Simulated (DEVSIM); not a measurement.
Device: Au/SiO2/p-Si capacitor, at 300 K.

```
layer (left to right)  material  thickness (nm)  Na (cm⁻³)
---------------------  --------  --------------  ---------
1                          SiO2            28.0          -
2                            Si            1700     1.1e17
```

Metal gate on the left, work function 5.1 eV. Fixed charge at the semiconductor interface -1.7e10 cm⁻² (in units of +e); no interface traps.

The device is made up for the run: typed textbook-type constants, with dimensions and the other settings drawn at random. Values at 300 K.

```csv
parameter,SiO2,Si
gap (eV),9,1.124
affinity (eV),0.9,4.05
permittivity,3.9,11.7
Nc (cm⁻³),-,2.86e19
Nv (cm⁻³),-,3.1e19
```

DEVSIM, 1D Poisson equation in equilibrium, Boltzmann statistics, complete ionisation; no quantum confinement or tunnelling. Metal contacts follow the ideal Schottky-Mott rule: no Fermi-level pinning, no interface dipoles.

The interface trap density was swept, all else fixed.

```csv
interface trap density (cm^-2 eV^-1),flat-band voltage (V),minimum of the low-frequency capacitance (μF/cm²)
0,0.09,0.0607
1e10,0.09,0.0610
1e11,0.04,0.0638
3e11,-0.07,0.0705
1e12,-0.45,0.0853
2e12,-0.99,0.0962
```

From the first row to the last the flat-band voltage goes from 0.09 to -0.99. From the first row to the last the minimum of the low-frequency capacitance goes from 0.0607 to 0.0962.
